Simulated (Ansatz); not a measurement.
Base system: SiO₂ in the rutile structure (space group P4_2/mnm, No. 136; a = 4.185 Å, c = 2.669 Å).

Calculations: r2SCAN/PAW in Ansatz (a first-principles code), no spin-orbit coupling.

One change was made to it. Results:

```csv
quantity,base,after
width of the top valence band,2.71 eV,2.68 eV
electron mass,"0.38 mₑ along c, 0.48 mₑ across (at Γ)","0.37 mₑ along c, 0.48 mₑ across (at Γ)"
lattice parameter a,4.185 Å,4.197 Å
hole mass,"1.7 mₑ along c, 1.1 mₑ across (at Γ)","1.8 mₑ along c, 1.1 mₑ across (at Γ)"
band gap,6.51 eV,6.41 eV
```

Task: Which of these changes matches the shifts?
A. pressure −2 GPa
B. pressure −1 GPa
C. pressure 100 GPa

Result: A, pressure −2 GPa. For comparison, the band gap in the other runs: pressure 100 GPa gives 8.04 eV; pressure −1 GPa gives 6.46 eV.

Load acts through the strain it causes; cell and atoms are relaxed under it. Effective masses come from finite differences of ±0.01 Å⁻¹. No phonon test of stability was made. No other phases were tried under pressure.
